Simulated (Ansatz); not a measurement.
## AlN: alloy series

Take AlN in the zinc blende structure (space group F-43m, No. 216) as the base.

```
AlN
1.0
    0.00000     2.18477     2.18477
    2.18477     0.00000     2.18477
    2.18477     2.18477     0.00000
N Al
1 1
Direct
  0.75000   0.75000   0.75000
  0.00000   0.00000   0.00000
```

The other end (x = 1) is GaN in the zinc blende structure (space group F-43m, No. 216): 11.38 Å³/atom, gap 2.17 eV; this end may not be an ambient phase.

Ga replaces a fraction x of Al; each row is one arrangement (x, atoms in the cell, starting space group or random), fully relaxed.

Levels (all Ansatz, a program for electronic structure, PAW, earlier PAW set): r2SCAN (500 eV, without spin-orbit coupling); HSE06 (420 eV, scalar-relativistic without spin-orbit coupling).

Band gaps by level, all at the geometries relaxed with r2SCAN:

```csv
case,r2SCAN,HSE06
base,3.93 eV,4.55 eV
"x(Ga) = 0.25, 8 atoms, R3m",3.54 eV,4.17 eV
"x(Ga) = 0.667, 6 atoms, P3m1",2.81 eV,3.62 eV
"x(Ga) = 0.75, 8 atoms, Cm",2.72 eV,3.53 eV
"x(Ga) = 0.75, 8 atoms, R3m",2.62 eV,3.43 eV
```

Single points use the geometry relaxed with r2SCAN. HSE06 gaps are upper bounds (no full band path). These are small ordered cells, not random alloys; other orderings at the same x differ. Whether these cells are dynamically stable was not tested. This is not the structure that AlN has at room temperature and ambient pressure. This is not the structure that GaN has at room temperature and ambient pressure.
